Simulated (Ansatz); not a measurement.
## bcc Mo (1 1 1) on zinc-blende InAs (1 1 1) (film strained to the substrate, faces as cut)

A periodic stack without vacuum, bcc Mo (1 1 1) on zinc-blende InAs (1 1 1) (film strained to the substrate, faces as cut): substrate slab As4In4, film Mo10, surface cells [[-1, 1], [-1, 0]] and [[1, -1], [1, 0]], film strained by -2.2 and -2.2 %, faces As/In and Mo/Mo as cut (like faces can put a slab off its formula).

The start was prepared with a machine-learned potential, and the result is one local minimum, with the in-plane cell held and forces under 0.04 eV/Å; the film can end far from its bulk form.

Computed with PBE (plane waves to 420 eV, PAW; Ansatz, a program for electronic structure). No spin–orbit coupling; the runs are not spin-polarised; PBE gaps are too small against experiment. Its k-point mesh 8×8×1, Fermi–Dirac width 0.05 eV.

The interface area comes out as 16.6 Å² and the period is 23.32 Å. The gaps between the outermost planes at the two interfaces is 1.51 and 0.82 Å and the In–Mo contacts across the interfaces within 1.22 times the sum of covalent radii is 8, mean 3.08 Å. The As–Mo contacts across the interfaces within 1.22 times the sum of covalent radii is 7, mean 2.79 Å.

```xyz
18
Lattice="4.3706 0.0021 0.1706 2.1854 3.7890 0.0405 1.2983 -0.9892 23.4045" Properties=species:S:1:pos:R:3 pbc="T T T"
As     3.2345     0.3421     0.4944
As     3.1189     2.9027     3.6508
As     2.9823     0.4243     7.2488
As     5.0268     1.7300    10.8838
In     5.3413     1.6294     2.7942
In     3.0173     2.9387     6.3152
In     2.8761     0.4550     9.9210
In     4.9394     1.7590    13.5370
Mo     4.8589    -0.7446    15.5899
Mo     2.6928     0.5108    14.9710
Mo     2.5951     0.5400    17.4668
Mo     4.8173     1.7926    16.6080
Mo     4.7053     1.8262    19.4557
Mo     4.7432    -0.7102    18.5194
Mo     4.6364    -0.6783    21.2609
Mo     2.4848     0.5732    20.3008
Mo     2.3792     0.6046    22.9817
Mo     4.5953     1.8597    22.2948
```
